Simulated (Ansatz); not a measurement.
Take Ba2TiO4 (space group P4/mmm, No. 123; a cell from a computed database, its experimental status unchecked) as the base.

```xyz
7
Lattice="3.9277 0.0000 0.0000 0.0000 3.9277 0.0000 0.0000 0.0000 8.5441" Properties=species:S:1:pos:R:3 pbc="T T T"
Ba     0.0000     0.0000     6.2346
Ba     0.0000     0.0000     2.3094
Ti     1.9639     1.9639     4.2720
O      0.0000     1.9639     4.2720
O      1.9639     0.0000     4.2720
O      1.9639     1.9639     6.2376
O      1.9639     1.9639     2.3065
```

Levels (all Ansatz, a quantum-chemistry and plane-wave program, PAW): r2SCAN+rVV10 (500 eV, no spin-orbit coupling); HSE06 (420 eV, spin-orbit coupling left out).

The geometry is relaxed with r2SCAN+rVV10.

```
Property                 Value
---------------------  -------
r2SCAN+rVV10 band gap  2.36 eV
```

Problem. Predict the band gap from HSE06.

Solution. The band gap increases by 1.03 eV, from 2.36 eV to 3.39 eV.

Single points use the geometry relaxed with r2SCAN+rVV10. HSE06 was sampled on its mesh, a few special points and the semilocal edge points, so its gap is an upper bound. Stability against distortions was not tested. The final runs are not spin-polarised.
